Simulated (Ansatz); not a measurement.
Effective masses and thermopower of LiC (Immm)

Here is the system:

```
LiC
1.0
   -1.78659     2.40249     2.65229
    1.78659    -2.40249     2.65229
    1.78659     2.40249    -2.65229
Li C
2 2
Cartesian
  0.00000   2.40249   1.26554
  1.78659   0.00000   1.38676
  0.00000   4.17653   0.00000
  0.00000   0.62844   0.00000
```

Level of theory: PBEsol, rigid bands (plane waves, PAW, scalar-relativistic; Ansatz, an electronic-structure program). Geometry: cell and atoms relaxed with PBEsol.

| Item | Result |
|---|---|
| band gap | 3.16 eV |
| electron conductivity mass (300 K, dilute) | 1.34 (x), 0.43 (y), 0.48 (z) mₑ |
| hole conductivity mass (300 K, dilute) | 5.3 (x), 0.96 (y), 4.5 (z) mₑ |
| effective density of states N_c (300 K) | 1.3e19 cm⁻³ |
| effective density of states N_v (300 K) | 2.5e20 cm⁻³ |
| density-of-states mass, electrons | 0.66 mₑ |
| density-of-states mass, holes | 4.6 mₑ |
| Seebeck coefficient, n-type 1e19 cm⁻³, 300 K | -245 μV/K |
| Seebeck coefficient, p-type 1e19 cm⁻³, 300 K | 514 μV/K |

Rigid bands; masses and Seebeck coefficients take one relaxation time τ for all states and one kind of carrier; polarons and phonon drag are left out. Spin-orbit coupling is left out.

Formula and space group known from diffraction (Crystallography Open Database), not checked to be the room-temperature form: LiC (Immm).
